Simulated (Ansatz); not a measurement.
Partial pair distribution functions of a relaxed model of amorphous Si₂₄O₄₈Ru, broadened by 0.06 Å; density 2.28 g/cm³. These are PBE, scalar-relativistic without spin-orbit coupling (plane waves to 420 eV, PAW; Ansatz, a quantum-chemistry and plane-wave program) values and carry that method's errors. In the spin-polarised cell the level spacing at the Fermi energy can part levels of unlike spin.

It comes from a melt-quench run on a machine-learned potential (CHGNet), relaxed afterwards by DFT. O atoms were pushed apart under 1.9 Å during the dynamics, to hinder bonds among them. The hot cell started wider than the set density and was brought back towards it in steps. It is the lowest in DFT energy of 2 quenches. It is a model cell: composition and starting density were chosen by hand, and all elements were melted together. No dispersion term was used. Its density started from a set value of 2.33 and ended at 2.28 g/cm³. Cooling (nominally 320 K/ps over its main leg) ran many orders faster than in experiment, which tends to leave more defects and strain. One small periodic cell is one sample of the glass; other quenches scatter about these values. Volume and shape were free in the relaxation.

| r (Å) | g Si-O | g O-Ru | g Si-Si | g O-O |
|---|---|---|---|---|
| 1.40 | 0.02 | 0.00 | 0.00 | 0.00 |
| 1.50 | 1.89 | 0.00 | 0.00 | 0.00 |
| 1.60 | 15.43 | 0.00 | 0.00 | 0.00 |
| 1.70 | 9.71 | 0.00 | 0.00 | 0.00 |
| 1.80 | 0.53 | 0.03 | 0.00 | 0.00 |
| 1.90 | 0.00 | 1.21 | 0.00 | 0.00 |
| 2.00 | 0.00 | 3.15 | 0.00 | 0.00 |
| 2.10 | 0.00 | 3.56 | 0.00 | 0.00 |
| 2.20 | 0.00 | 5.97 | 0.01 | 0.00 |
| 2.30 | 0.00 | 2.26 | 0.23 | 0.04 |
| 2.40 | 0.00 | 0.14 | 0.29 | 0.14 |
| 2.50 | 0.00 | 0.00 | 0.02 | 1.25 |
| 2.60 | 0.00 | 0.00 | 0.00 | 5.47 |
| 2.70 | 0.00 | 0.00 | 0.08 | 5.87 |
| 2.80 | 0.00 | 0.00 | 0.69 | 2.52 |
| 2.90 | 0.02 | 0.00 | 1.95 | 0.62 |
| 3.00 | 0.19 | 0.00 | 3.84 | 0.45 |
| 3.10 | 0.34 | 0.00 | 3.96 | 0.46 |
| 3.20 | 0.56 | 0.12 | 3.42 | 0.34 |
| 3.30 | 0.74 | 1.00 | 0.85 | 0.38 |
| 3.40 | 1.11 | 0.66 | 0.02 | 0.60 |
| 3.50 | 1.09 | 0.95 | 0.00 | 0.38 |
| 3.60 | 0.90 | 0.98 | 0.02 | 0.46 |
| 3.70 | 1.39 | 1.72 | 0.28 | 0.46 |
| 3.80 | 1.70 | 1.92 | 0.67 | 0.54 |
| 3.90 | 1.68 | 1.56 | 0.41 | 0.64 |
| 4.00 | 1.71 | 2.01 | 0.48 | 0.75 |
| 4.10 | 1.92 | 3.42 | 0.59 | 0.69 |
| 4.20 | 1.92 | 2.59 | 0.57 | 0.83 |
| 4.30 | 1.32 | 1.12 | 0.71 | 0.93 |
| 4.40 | 0.82 | 0.75 | 0.88 | 0.86 |
| 4.50 | 0.67 | 0.66 | 1.08 | 0.80 |
| 4.60 | 0.44 | 1.68 | 1.02 | 1.18 |
| 4.70 | 0.68 | 1.12 | 0.73 | 1.50 |
| 4.80 | 0.65 | 1.02 | 1.05 | 1.32 |
| 4.90 | 0.65 | 0.73 | 1.26 | 1.36 |
| 5.00 | 0.80 | 0.18 | 1.08 | 1.40 |

Within 1.90 Å each Si has 3.96 O neighbours on average.
